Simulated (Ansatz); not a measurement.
## Ansatz run on BaTiO3 (P4mm, 5 atoms in the cell): self-consistent single point

Method of the run: PBE (plane waves, PAW; Ansatz, a first-principles code).

Input as run:

Ansatz 0.2 input:
```yaml
# BaTiO3
crystal:
  lattice:
    - [4.01200000, 0.00000000, 0.00000000]
    - [0.00000000, 4.01200000, 0.00000000]
    - [0.00000000, 0.00000000, 4.01200000]
  atoms:
    - { symbol: Ba, position_ang: [0.00000000, 0.00000000, 0.05000156] }
    - { symbol: Ti, position_ang: [2.00600000, 2.00600000, 2.00600000] }
    - { symbol: O, position_ang: [2.00600000, 0.00000000, 2.00600000] }
    - { symbol: O, position_ang: [0.00000000, 2.00600000, 2.00600000] }
    - { symbol: O, position_ang: [2.00600000, 2.00600000, 0.00000000] }
basis:
  ecutwfc: 30.9 Ry
kpoints:
  mp_grid: { grid: [6, 6, 6] }
hamiltonian:
  xc: pbe
  pseudopotentials: { kind: paw }
scf:
  occupations: { method: fermi_dirac, width: 0.0007 Ry }
output:
  forces: true
  eigenvalues: true
  stress: true
```

Log, with long lists cut:

```
WARN ansatz: RAYON_NUM_THREADS=1 ignored (pool sized by the plan → 1); use --threads N
Pseudopotentials: kind: paw
Pseudopotential: Ba, paw, valence charge 10
Pseudopotential: Ti, paw, valence charge 12
Pseudopotential: O, paw, valence charge 6
Crystal: 5 atoms, lattice volume = 64.578 Å³
Basis set: ecut = 420.4159175005146 eV, 1237 PW (Γ), exchange–correlation on 54×54×54 points (8 copies of the dense FFT grid, shifted against one another)
Bands: 25, of which v1, the nominal top of the filled ones, is band 20 counted from 1 (19 counted from 0)
Symmetry: 8 space group operations
Space group: P4mm (ITA 99), of the structure as read, at distance tolerance 4.0e-5 Å
k-points: 40 of 216 (time reversal used)
Initial density: superposition of atomic densities (neutral atoms: chi_scale 0, normalization atom), corrected by the library's trained network
Initial wavefunctions: pseudopotential atomic-orbital guess
Eigensolver: davidson
Functional: x = pbe(κ = 0.804, μ = 0.2195149727645171), c = pbe(β = 0.06672455060314922)
SCF iter   1: F=—  HF=-10159.558357 eV  |F-HF|=—  |Δ(HF+E_count)|=         —  Δρ=1.51e-3  dr2=7.45e-4  ethr=1.77e-3  ⟨swp⟩=6.4  Hψ=5060  notcnv=0
all-band conjugate gradients solve this SCF's bands
preconditioner: auto → Resta (q_TF=auto, 2.519 Å⁻¹)
SCF iter   2: F=—  HF=-10159.558637 eV  |F-HF|=—  |Δ(HF+E_count)|=   2.80e-4  Δρ=7.26e-4  dr2=1.83e-4  ethr=1.86e-6  ⟨swp⟩=2.0  Hψ=2269  notcnv=0  defer=34
SCF iter   3: F=—  HF=-10159.558765 eV  |F-HF|=—  |Δ(HF+E_count)|=   1.28e-4  Δρ=1.02e-4  dr2=1.18e-5  ethr=4.57e-7  ⟨swp⟩=2.1  Hψ=1431  notcnv=0  defer=35
SCF iter   4: F=—  HF=-10159.558010 eV  |F-HF|=—  |Δ(HF+E_count)|=   7.56e-4  Δρ=5.88e-5  dr2=2.97e-6  ethr=2.96e-8  ⟨swp⟩=2.0  Hψ=1878  notcnv=0  defer=35
SCF iter   5: F=—  HF=-10159.558010 eV  |F-HF|=—  |Δ(HF+E_count)|=   2.04e-7  Δρ=2.41e-5  dr2=2.14e-7  ethr=7.42e-9  ⟨swp⟩=2.6  Hψ=1730  notcnv=0  defer=35
SCF iter   6: F=-10159.558010 eV  HF=-10159.558010 eV  |F-HF|=3.89e-9  |Δ(HF+E_count)|=   1.32e-8  Δρ=6.98e-6  dr2=1.82e-8  ethr=2.50e-10  ⟨swp⟩=8.2  Hψ=4499  notcnv=0
SCF 1 converged in 6 iterations: F = -10159.558010 eV  dr2 = 1.82e-8
SCF converged after 6 iterations
Free energy (F): -10159.558010 eV
Harris-Foulkes:  -10159.558010 eV  (|F-HF|=3.89e-9)
Internal energy: -10159.558010 eV  (E = F + TS)
E sigma→0 (E₀):  -10159.558010 eV
Fermi energy:    11.100507 eV
--- Per-component energies (eV) ---
  E_band       = -144.328356
  E_kinetic    = 969.132361
  E_local      = -2102.906724  (includes V_loc(G=0)·N_el)
  E_nonlocal   = 203.371473
  E_hartree    = 820.302476
  E_xc         = -491.311248
  E_vxc        = -545.927668  (∫ρ·V_xc dr)
  E_paw        = -6744.312629  (= ΣΔE_a)
  E_vpaw       = -308.611753  (= ΣTr[D̂ρ^β])
  E_aug_tail   = 0.007359  (compensation charges beyond the density's cutoff)
  E_ewald      = -2813.841078
  E_smearing   = -0.000000  (= −TS)
  E_closure    = 0.000000  (closes the sum)
  Σ components = -10159.558010   (vs F -10159.558010, Δ=0.00e0)
--- Forces (eV/Å), atoms counted from 1 ---
  atom   1  Ba    -0.00000000     0.00000000    -0.28923403
  atom   2  Ti     0.00000000     0.00000000     0.16417232
  atom   3  O     -0.00000000     0.00000000     0.03049974
  atom   4  O      0.00000000     0.00000000     0.03049974
  atom   5  O     -0.00000000     0.00000000     0.06406420
  max |Σ_I F_I| component: 1.97e-6 eV/Å
--- Stress (GPa, compression-positive) ---
        0.976038       0.000000      -0.000000
        0.000000       0.976038       0.000000
       -0.000000       0.000000       0.944902
  P = ⅓ Tr σ = 0.9657 GPa (9.657 kbar)
  The stress holds the Pulay correction. Without it, at fixed plane waves, as pw.x and ABINIT print it: P = 0.4313 GPa
--- Band table (eV; the first three rows and the last of 40) ---
  k-point 0: bands = ["-46.3752", "-22.5919", "-22.5919", "-22.5913", "-14.4451", "-6.6243", "-5.9562", "-5.9540", "0.3620", "0.3620", "0.3672", "7.9357", "7.9387", "7.9387", "9.1017", "9.1024", "9.1024", "10.0873", "10.0887", "10.0887", "11.9948", [...]
  k-point 1: bands = ["-46.3750", "-22.6038", "-22.5914", "-22.5914", "-14.4163", "-6.6433", "-5.9483", "-5.9256", "0.4025", "0.4025", "0.4685", "7.5040", "7.8640", "7.8640", "8.8334", "8.8334", "8.8913", "9.4683", "9.9066", "9.9066", "12.0252", [...]
  k-point 2: bands = ["-46.3746", "-22.6286", "-22.5904", "-22.5904", "-14.3577", "-6.7617", "-5.9323", "-5.7692", "0.4866", "0.4866", "0.6675", "6.6665", "7.6376", "7.6376", "8.5011", "8.5011", "8.5254", "8.6350", "9.6402", "9.6402", "12.0878", [...]
  k-point 39: bands = ["-46.3728", "-22.6359", "-22.6359", "-22.6353", "-14.1867", "-5.7274", "-5.7274", "-5.7212", "-0.3414", "-0.3367", "-0.3367", "5.7718", "6.4208", "6.4225", "7.8637", "7.8637", "7.8654", "10.1966", "10.2017", "10.2017", [...]
```

The run converged in 6 iterations.

The starting cell has typed, rounded lattice constants, without a prior relaxation at this level. Its lattice was rescaled by up to half a per cent. One atom was moved a little off its site on purpose. Ansatz's pressure includes its estimate of the finite-basis (Pulay) stress. Without the estimate this run gives 0.43 GPa.
